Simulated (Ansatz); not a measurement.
For CsCl-type YCu (structure not from a measured cell), LDA (Ansatz, a quantum-chemistry and plane-wave program, PAW) gives:

| Item | Result |
|---|---|
| lattice parameter a | 3.382 Å |
| enthalpy of formation | -0.224 eV/atom |

Problem. What does PBEsol (Ansatz, PAW) give for the same quantities?

Solution. 
- lattice constant a: 3.425 Å (increases by 1.3 %)
- formation enthalpy: -0.224 eV/atom (moves by 0.000 eV/atom)

Changes are worked out from the printed values.

Unless a cell is named, each level is at its own relaxed cell (LDA 19.34, PBEsol 20.09 Å³/atom).

Caveats: the relaxation could not lower the start's symmetry, so the cell can be a saddle point above a distorted one (LDA, PBEsol). Ansatz's density-functional and Hartree–Fock values are scalar-relativistic unless marked +SOC, with PAW data made under PBE.
